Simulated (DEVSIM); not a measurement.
Structure: p-channel Si planar bulk MOSFET with SiON, at 400 K.

```yaml
gate_length: 30 nm
source_drain_length: 24 nm
dielectric_thickness: 1.5 nm
lateral_straggle: 1.7 nm
underlap: 0 nm
junction_depth: 9.6 nm
substrate_depth: 144 nm
gate_work_function: 5.03 eV
source_and_drain_doping: 1.6e20 cm⁻³, Gaussian tails under the gate
body_doping: 2e18 cm⁻³
lifetime: 1e-7 s
supply: 1 V
```

All mobilities are scaled by 0.3; velocity saturation, μ/(1 + (μE/vsat)^b)^(1/b) with b = 2 for electrons and 1 for holes and E the electric field along each mesh edge, is on. Mobility is μmin + (μ − μmin)/(1 + (N/Nref)^α).

Constants are typed, rounded textbook-type inputs, not results; the design itself was drawn at random and stands for no fabricated device. Values at 300 K; Nc and Nv go as T^1.5, mobilities as T to minus their exponent, the gap by Varshni's rule with the affinity fixed.

Si: gap (eV) 1.124, affinity (eV) 4.05, permittivity 11.7, Nc (cm⁻³) 2.86e19, Nv (cm⁻³) 3.1e19, μn (cm²/Vs) 1417, μp (cm²/Vs) 470, μn,min 52, μp,min 45, Nref,n 9.7e16, Nref,p 2.2e17, αn 0.68, αp 0.72, T exponent of μn 2.3, T exponent of μp 2.2, vsat,n (cm/s) 1e7, vsat,p (cm/s) 8.4e6, Varshni α (eV/K) 0.000473, Varshni β (K) 636. SiON: gap (eV) 7, affinity (eV) 1.4, permittivity 5.5.

DEVSIM, 2D drift-diffusion, Boltzmann statistics, complete ionisation; no quantum confinement, tunnelling, impact ionisation, self-heating, contact resistance or fringe fields beside the gate. Metal contacts follow the ideal Schottky-Mott rule: no Fermi-level pinning, no interface dipoles.

Transfer curves, |Id| in μA/μm:

```tsv
Vg (V)	Vd = -0.05 V	Vd = -1 V
0.3	9.795e-5	0.001273
0.25	0.0002634	0.003196
0.2	0.0007159	0.008158
0.15	0.001960	0.02109
0.1	0.005395	0.05500
0.05	0.01488	0.1439
0	0.04090	0.3744
-0.05	0.1114	0.9551
-0.1	0.2967	2.331
-0.15	0.7541	5.244
-0.2	1.764	10.69
-0.25	3.641	19.45
-0.3	6.492	31.75
-0.35	10.10	47.49
-0.4	14.15	66.40
-0.45	18.37	88.14
-0.5	22.62	112.3
-0.55	26.79	138.8
-0.6	30.85	167.3
-0.65	34.78	197.5
-0.7	38.57	229.2
-0.75	42.21	262.4
-0.8	45.72	296.8
-0.85	49.09	332.4
-0.9	52.32	368.9
-0.95	55.42	406.2
-1	58.41	444.3
```

Question: Work out the subthreshold swing at low drain bias from the rows at 0.1 and 0.05 V, and compare it with the thermal limit.

Answer: log10(0.01488/0.005395) = 0.441 over 50.0 mV, so S = 113 mV/decade. The limit kT/q ln 10 is 79.4 mV/decade; the ratio is 1.43. This is the steepest step of the table.

Question: Find both thresholds at the constant current 0.1 μA × (1 μm/L) a micrometre, and the DIBL.

Answer: The current is 3.33 μA/μm. Interpolating ln Id gives -0.244 V and -0.122 V; their difference over the 0.95 V of drain bias is 130 mV/V.

Source and drain are degenerate, where Boltzmann statistics are only rough. The electric field that drives the saturation includes the junctions' built-in field, which lowers the mobility there even at small currents: subthreshold currents come out too low, a known weakness of this choice.
